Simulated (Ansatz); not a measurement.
## NbAs, pressure series

Base system: NbAs (space group I4_1md, No. 109; a = 3.474 Å, c = 11.749 Å).

Cell and atoms are relaxed at each pressure.

Levels (all Ansatz, a program for electronic structure, PAW): PBE (420 eV, without spin-orbit coupling); r2SCAN (500 eV, no SOC).

The base cell above is that of PBE; each level relaxes its own structures.

```csv
case,"lattice parameter a, PBE","lattice parameter a, r2SCAN"
pressure 1.8 GPa,6.545 bohr,(withheld)
pressure 4.2 GPa,6.521 bohr,6.493 bohr
pressure 9 GPa,6.476 bohr,6.451 bohr
pressure 18 GPa,6.406 bohr,(withheld)
pressure 30 GPa,6.329 bohr,6.308 bohr
```

Task: What belongs in the blanks?

Result: 
- pressure 1.8 GPa, lattice parameter a, r2SCAN: 6.517 bohr
- pressure 18 GPa, lattice parameter a, r2SCAN: 6.382 bohr

PBE lies above r2SCAN in every row, by 0.022 bohr to 0.028 bohr. They put the cases in the same order.

Load acts through the strain it causes; cell and atoms are relaxed under it. No phonon test of stability was made. Competing high-pressure phases were not computed. The final runs are not spin-polarised.
